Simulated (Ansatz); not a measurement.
Relaxation of the outer planes of the (100) surface of bcc W in its 1x1 cell (the real clean face reconstructs), outermost plane spacing 1.59 Å in the ideal cut.

Level of theory: PBE (plane waves to 420 eV, PAW; Ansatz, a program for electronic structure).

Model: 5-atom slab, 6.4 Å thick at the start (thin: gaps and levels are the slab's own), 12x12x1 mesh, Fermi-Dirac 0.1 eV, dipole correction, all atoms relaxed; start symmetry kept, larger cells not searched; no spin, no spin-orbit, no U.

| plane | atoms | bulk spacing to the next (Å) | relaxed spacing (Å) | change (%) | rumpling (Å) |
|---|---|---|---|---|---|
| 1 | W | 1.592 | [?] | [?] | 0.00 |

Q: Some entries are withheld; supply them.

A: 
- 1, relaxed spacing (Å): 1.420
- 1, change (%): -10.8
